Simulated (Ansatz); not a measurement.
Band structure of Ti2Zn (I4/mmm, 3 atoms in the cell).

```yaml
crystal:
  lattice:
    - [-1.51052, 1.51052, 5.29217]
    - [1.51052, -1.51052, 5.29217]
    - [1.51052, 1.51052, -5.29217]
  atoms:
    - { symbol: Ti, position: [0.66374, 0.66374, 0.00000] }
    - { symbol: Ti, position: [0.33626, 0.33626, 0.00000] }
    - { symbol: Zn, position: [0.00000, 0.00000, 0.00000] }
```

Level of theory: PBEsol, PAW files made with PBE (plane waves; Ansatz, a program for electronic structure).

Settings: basis.ecutwfc = 420 eV; kpoints.mp_grid.grid = 10 10 10; hamiltonian.xc = pbesol; hamiltonian.pseudopotentials = {kind: paw} (the program's default PAW files); scf.occupations.method = gaussian; scf.occupations.width = 0.05 eV; kpoints.band_path.npoints = 8.

The starting cell comes from a database of computed structures (which also holds hypothetical and non-ambient phases and stackings), without a prior relaxation at this level. Spin polarisation is off.

Levels in eV from the Fermi level, bands 15 to 21:
```csv
point,15,16,17,18,19,20,21
Γ,-3.20,-1.65,-1.43,0.39,1.13,1.13,2.03
X,-2.23,-1.92,-1.35,-0.84,0.75,1.18,1.93
Y,-2.21,-1.87,-1.50,-0.85,0.68,1.25,1.90
S,-3.05,-1.94,-0.61,-0.58,0.34,0.62,0.82
Z,-5.12,-1.41,-1.41,0.42,0.73,0.73,2.03
S1,-3.05,-1.94,-0.61,-0.58,0.34,0.62,0.82
N,-3.43,-1.70,-0.88,-0.26,0.62,0.62,0.66
P,-2.28,-1.73,-1.73,-0.11,-0.11,1.43,2.38
Y1,-2.21,-1.87,-1.50,-0.85,0.68,1.25,1.90
```

Bands cross the Fermi level along this path, so the cell is metallic at this level.

Keys are those of Ansatz 0.2.
